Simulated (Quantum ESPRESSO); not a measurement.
Short convergence ladders for CaMg (Pmm2, 4 atoms in the cell)

```
CELL_PARAMETERS angstrom
      5.69089     0.00000     0.00000
      0.00000     3.90916     0.00000
      0.00000     0.00000     5.71262
ATOMIC_POSITIONS crystal
  Ca 0.75000 0.50000 0.75418
  Ca 0.25000 0.50000 0.25457
  Mg 0.75000 0.00000 0.24229
  Mg 0.25000 0.00000 0.75771
```

Base method: LDA (PZ), GBRV 1.5 ultrasoft (LDA) pseudopotentials (plane waves; Quantum ESPRESSO).

Base settings: ecutwfc = 40 Ry; ecutrho = 200 Ry; occupations = smearing; smearing = fermi-dirac; degauss = 0.0073499 Ry; potentials = {Ca: ca_lda_v1.uspp.F.UPF, Mg: mg_lda_v1.4.uspp.F.UPF}; K_POINTS = automatic 3 4 3 0 0 0; conv_thr = 1e-09 Ry; mixing_beta = 0.4.

The count of work is k-points × plane waves × bands × iterations; it is no time. 

**Shifted k-point meshes**

Only quantities that move along the ladder and can be compared are tabulated.

```csv
K_POINTS,free energy less the last step's (meV/atom),pressure (GPa),largest difference of a force vector from the last step's (eV/Å),count of work / last
automatic 1 2 1 1 1 1,-631.15,-2.16,0.122,0.0035
automatic 2 3 2 1 1 1,-70.27,-2.63,0.016,0.0069
automatic 3 4 3 1 1 1,-10.35,-2.30,0.008,0.031
automatic 11 16 11 1 1 1,0.00,-2.38,0.000,1.0
```

Coarsest K_POINTS that holds the pressure within 0.2 GPa of the last step, with all finer ones: automatic 3 4 3 1 1 1, at 0.031 of the last step's count of work; the step before is off by 0.25 GPa.

Coarsest K_POINTS that holds the free energy within 5 meV/atom: not settled: the last two steps still differ by 10 meV/atom, over half the tolerance, so the ladder does not show it.

**The k-point mesh at a smearing width of 0.05 eV**

In this ladder: degauss = 0.0036749 Ry.

The second cell is the first with its lattice scaled by 0.98.

Only quantities that move along the ladder and can be compared are tabulated.

| K_POINTS | free energy less the last step's (meV/atom) | energy of the compressed cell less the first (meV/atom) | largest difference of a force vector from the last step's (eV/Å) | count of work / last |
|---|---|---|---|---|
| automatic 2 3 2 0 0 0 | 133.00 | -19.60 | 0.056 | 0.064 |
| automatic 4 5 4 0 0 0 | 2.78 | -20.61 | 0.001 | 0.22 |
| automatic 5 8 5 0 0 0 | 0.90 | -20.39 | 0.002 | 0.27 |
| automatic 8 11 8 0 0 0 | 0.00 | -20.44 | 0.000 | 1.0 |

Coarsest K_POINTS that holds the forces within 0.005 eV/Å of the last step, with all finer ones: automatic 4 5 4 0 0 0, at 0.22 of the last step's count of work; the step before is off by 0.056 eV/Å.

Coarsest K_POINTS that holds the free energy within 5 meV/atom of the last step, with all finer ones: automatic 4 5 4 0 0 0, at 0.22 of the last step's count of work; the step before is off by 130 meV/atom.

Coarsest K_POINTS that holds the energy of the compressed cell less the first within 0.5 meV/atom of the last step, with all finer ones: automatic 4 5 4 0 0 0, at 0.22 of the last step's count of work; the step before is off by 0.84 meV/atom.

The energy difference between the two cells stays within 1 meV/atom of the last step's from automatic 2 3 2 0 0 0 on, the total only from automatic 5 8 5 0 0 0 on: much of the error is common to both cells and cancels.

**The SCF threshold**

The mesh stays at the base's, so the ladder's end is converged at best in this setting alone.

Only quantities that move along the ladder and can be compared are tabulated.

| conv_thr | pressure (GPa) | largest difference of a force vector from the last step's (eV/Å) | count of work / last |
|---|---|---|---|
| 0.0073 Ry | -1.90 | 0.043 | 0.21 |
| 7.3e-05 Ry | -3.10 | 0.040 | 0.29 |
| 1e-09 Ry | -2.44 | 0.000 | 0.71 |
| 7.3e-14 Ry | -2.44 | 0.000 | 1.0 |

Coarsest conv_thr that holds the pressure within 0.1 GPa of the last step, with all finer ones: 1e-09 Ry; the step before is off by 0.66 GPa.

Coarsest conv_thr that holds the forces within 0.01 eV/Å of the last step, with all finer ones: 1e-09 Ry; the step before is off by 0.040 eV/Å.

On the base run: the starting cell comes from a database of computed structures (which also holds hypothetical and non-ambient phases and stackings), without a prior relaxation at this level. Its lattice was rescaled by up to half a per cent. One atom was moved a little off its site on purpose. Without a gap this mesh is coarse (it stands for a supercell whose shortest vector is 16 Å).
